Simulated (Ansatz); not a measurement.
The reference is NaI in the rock salt structure (space group Fm-3m, No. 225).

Space group Fm-3m (No. 225); a = 6.402 Å, b = 6.402 Å, c = 6.402 Å, α = 90.00°, β = 90.00°, γ = 90.00°

| atom | site | symmetry | x | y | z |
|---|---|---|---|---|---|
| Na | 4a | m-3m | 0.0000 | 0.0000 | 0.0000 |
| I | 4b | m-3m | 0.5000 | 0.5000 | 0.5000 |
(The calculation used a cell of 2 atoms; values per cell refer to that cell.)

Calculations: Kohn–Sham DFT with the PBEsol functional, run in Ansatz (a program for electronic structure) with PAW and 420 eV plane waves, no spin-orbit coupling.

Base values:

```
Quantity                      Value
---------  ------------------------
Band gap                    3.60 eV
Hole mass  0.36, 1.5, 1.5 mₑ (at Γ)
Pressure                   0.01 GPa
```

Perturbation: every lattice vector is shortened by 1.00 %, atoms relaxed at fixed cell.

Question: Estimate the effect on the band gap.

Answer: The band gap grows by 0.08 eV, from 3.60 eV to 3.68 eV.

Question: Estimate the effect on the hole mass.

Answer: The hole mass (degenerate bands, along [100]) becomes 0.35, 1.5, 1.5 mₑ (at Γ) (base: 0.36, 1.5, 1.5 mₑ (at Γ)).

Question: How does this affect the pressure?

Answer: The pressure rises by 0.55 GPa (0.01 GPa → 0.56 GPa).

With I present, leaving out spin-orbit coupling can change the band edges. The cells carry an imposed strain or load. Masses are band curvatures over ±0.01 Å⁻¹ around the edge. Stability against distortions was not tested.
